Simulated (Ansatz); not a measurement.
Levels about the gap of amorphous Si₂₄O₄₇F₂ (73 atoms in a cell of 1110 Å³, 2.19 g/cm³; zone centre alone, so wide bands show as single levels with stretches between that a denser mesh fills), at the geometry that PBE relaxed, where it gives 0.0 GPa on a denser mesh. The participation number counts the atoms over which a state spreads; weights are charges in smoothed Voronoi cells. The levels come from a single point, so bond lengths are those of that geometry. Method of the levels: PBE, scalar-relativistic without spin-orbit coupling (Ansatz, a first-principles code). Sampling: the zone centre alone; Fermi-Dirac width 0.02 eV; no spin polarisation. At PBE the levels at the filled edge of the gap are localised (band-tail or defect states).

The cell was made by melting and quenching with the CHGNet potential and then relaxed with DFT. O and F atoms were pushed apart under 1.9 Å during the dynamics, to hinder bonds among them. The hot cell started wider than the set density and was brought back towards it in steps. It is the lowest in DFT energy of 2 quenches. It is a model cell: composition and starting density were chosen by hand, and all elements were melted together. No dispersion term was used. Its density started from a set value of 2.19 and ended at 2.19 g/cm³. The quench (nominally 88 K/ps over its main leg) was far faster than any real one, so the model tends to hold more defects than a real film. A cell of this size samples the disorder only roughly. Volume and shape were free in the relaxation.

```csv
"E - E(highest filled), eV",filling,participation number,largest on,weight O,weight Si,weight F
-0.29,filled,26.6,"O, 2 neighbours",0.96,0.04,0.00
-0.21,filled,26.5,"O, 2 neighbours",0.96,0.04,0.01
-0.19,filled,25.6,"O, 2 neighbours",0.96,0.04,0.00
-0.15,filled,23.6,"O, 2 neighbours",0.96,0.03,0.00
-0.12,filled,29.0,"O, 2 neighbours",0.96,0.03,0.00
-0.07,filled,20.1,"O, 2 neighbours",0.97,0.03,0.00
0.00,filled,4.3,"O, 2 neighbours",0.96,0.04,0.00
5.41,empty,68.6,"O, 2 neighbours",0.70,0.27,0.03
6.98,empty,42.2,"Si, 4 neighbours",0.65,0.34,0.02
7.15,empty,37.8,"Si, 4 neighbours",0.63,0.35,0.02
```

Most localised among these is the filled level at +0.00 eV, on a O atom, which has 2 neighbours (Si 1.68 Å, Si 1.68 Å).
